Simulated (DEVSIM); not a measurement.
System: Ni/SiO2/p-Si capacitor, at 250 K.

Layer 1 from the left is SiO2, thickness (nm) 1.40. Layer 2 from the left is Si, thickness (nm) 16000, Na (cm⁻³) 1.3e15.

Metal gate on the left, work function 5.1 eV. Fixed charge at the semiconductor interface -5.37e12 cm⁻² (in units of +e); interface traps 6.8e11 cm⁻² eV⁻¹, uniform in energy, neutral level at 0.5 of the gap above the valence band.

This is a model device: material constants are rounded textbook-type values typed into the input, and sizes, dopings and lifetimes were drawn at random. Values at 300 K; Nc and Nv go as T^1.5, mobilities as T to minus their exponent, the gap by Varshni's rule with the affinity fixed.

SiO2: gap (eV) 9, affinity (eV) 0.9, permittivity 3.9. Si: gap (eV) 1.124, affinity (eV) 4.05, permittivity 11.7, Nc (cm⁻³) 2.86e19, Nv (cm⁻³) 3.1e19, Varshni α (eV/K) 0.000473, Varshni β (K) 636.

Simulated with DEVSIM: 1D Poisson equation in equilibrium, Boltzmann statistics, complete ionisation; no quantum confinement or tunnelling. Metal contacts follow the ideal Schottky-Mott rule: no Fermi-level pinning, no interface dipoles.

Problem. What does the simulation give for the flat-band voltage, the minimum of the low-frequency capacitance?

Solution. flat-band voltage 0.46 V; minimum of the low-frequency capacitance 0.117 μF/cm².
